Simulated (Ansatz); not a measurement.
PbBrF, response to strain

Start from PbBrF in the PbFCl type structure (space group P4/nmm, No. 129; a = 4.1175 Å, c = 7.3967 Å; a model cell). Axes: x, y, z lie along a, b, c of the conventional cell.

Strains are applied to the cell and any free atomic positions relax; under biaxial strain the out-of-plane vector relaxes too; under stress the whole cell relaxes.

Calculations: PBEsol-D3(BJ) (Ansatz, a program for electronic structure; PAW; 420 eV plane waves; scalar-relativistic without spin-orbit coupling).

```csv
change,electron mass,volume per atom,hole mass
base,"0.28 mₑ along k, 0.46 mₑ across (at Z)",20.90 Å³,"0.82 mₑ along k, 1.0 mₑ across (at Z)"
"biaxial strain −2.40 %, plane normal [001], relaxed out of plane","0.34 mₑ along k, 0.43 mₑ across (at Z)",20.66 Å³,"1.5 mₑ along k, 0.92 mₑ across (at Z)"
"biaxial strain +0.75 %, plane normal [001], relaxed out of plane","0.27 mₑ along k, 0.47 mₑ across (at Z)",20.99 Å³,"0.72 mₑ along k, 1.0 mₑ across (at Z)"
"biaxial strain +0.84 %, plane normal [001], relaxed out of plane","0.27 mₑ along k, 0.47 mₑ across (at Z)",21.00 Å³,"0.71 mₑ along k, 1.0 mₑ across (at Z)"
"biaxial strain +1.16 %, plane normal [001], relaxed out of plane","0.26 mₑ along k, 0.48 mₑ across (at Z)",21.05 Å³,"0.67 mₑ along k, 1.1 mₑ across (at Z)"
"biaxial strain +1.89 %, plane normal [001], relaxed out of plane","0.25 mₑ along k, 0.49 mₑ across (at Z)",21.14 Å³,"0.59 mₑ along k, 1.1 mₑ across (at Z)"
isotropic strain +2.81 %,"0.31 mₑ along k, 0.46 mₑ across (at Z)",22.71 Å³,"0.66 mₑ along k, 1.1 mₑ across (at Z)"
isotropic strain +5.27 %,"0.35 mₑ along k, 0.46 mₑ across (at Z)",24.38 Å³,"0.64 mₑ along k, 1.4 mₑ across (at Z)"
"uniaxial stress, 1 GPa compression along z","0.25 mₑ along k, 0.48 mₑ across (at Z)",20.73 Å³,"0.64 mₑ along k, 1.1 mₑ across (at Z)"
```

With Pb present, leaving out spin-orbit coupling can change the band edges. The levels and masses belong to the bands next to the band gap. Effective masses come from finite differences of ±0.01 Å⁻¹. Along k means along the line from Γ to the band edge. Beyond what the load breaks, stability against distortions was not tested. The D3 term's C6 switches between coordination references near this geometry, which can add small steps to energies.
